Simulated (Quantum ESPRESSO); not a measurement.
## σyy against uniaxial strain in fcc Ir (space group 225): C12 (Quantum ESPRESSO, LDA)

```xyz
1
Lattice="0.0000 1.9063 1.9063 1.8777 0.0000 1.9063 1.8777 1.9063 0.0000" Properties=species:S:1:pos:R:3 pbc="T T T"
Ir     0.0000     0.0000     0.0000
```

Method: LDA (PZ), GBRV 1.5 ultrasoft (LDA) pseudopotentials (plane waves; Quantum ESPRESSO). Settings: ecutwfc = 52 Ry; ecutrho = 416 Ry; occupations = smearing; smearing = fermi-dirac; degauss = 0.0036749 Ry; potentials = {Ir: ir_lda_v1.2.uspp.F.UPF}; K_POINTS = automatic 40 40 40 0 0 0; conv_thr = 1e-10 Ry; mixing_beta = 0.7. The cell above is the first row's. The rows stretch one cube axis (x) by the strain ε and hold the other two. Stress is positive in tension. In all rows the k mesh is held.

| ε (%) | σyy (GPa) |
|---|---|
| -1.5 | ? |
| -1.0 | -2.04 |
| -0.5 | -0.61 |
| 0.0 | 0.77 |
| 0.5 | 2.11 |
| 1.0 | 3.38 |
| 1.5 | 4.59 |
| 2.0 | 5.76 |

Fit σyy of the 7 rows that show it with a parabola. Least squares gives σyy = 0.776 + 2.7098·ε - 0.1090·ε². Residuals (row less fit): 0.003, -0.004, -0.006, 0.006, 0.003, -0.005, 0.000; standard error 0.006 (degrees of freedom: 4). The slope at ε = 0, 2.7098 GPa per cent, gives C12 ≈ 100 × 2.7098 = 271 GPa, for the static lattice.

Problem. Estimate the missing σyy (ε = -1.5); what did the run itself give?

Solution. σyy = 0.776 + 2.7098 × (-1.5) - 0.1090 × (-1.5)² = -3.534 GPa. The calculation gives -3.54 GPa, 0.006 GPa below the prediction (0.1 % of the range of σyy in the table). The row lies outside the fitted rows, so this is an extrapolation. From the scatter of the fitted rows alone, a prediction at this place has a standard error of 0.011 GPa, so the miss is 0.5 times that.

Carrying the step between the two nearest rows on in a straight line would have given -3.47, off by 0.07; series whose last step already gives the withheld value aren't shown. The reference cell has the volume at which an earlier scan in this program and functional put its minimum by a fit. The unstrained cell stands at a pressure of -0.77 GPa, and the constants belong to that pressure. Spin polarisation is off. Spin-orbit coupling is off. Without a gap such slopes are sensitive to mesh and smearing. Cutoffs and mesh are single choices, not tested for convergence of this quantity. Series with a scatter that would blur these digits, or in which a gap closes, are not shown. Strain series were run only where this level's volume lies within 10 % of a first guess from the measured size.
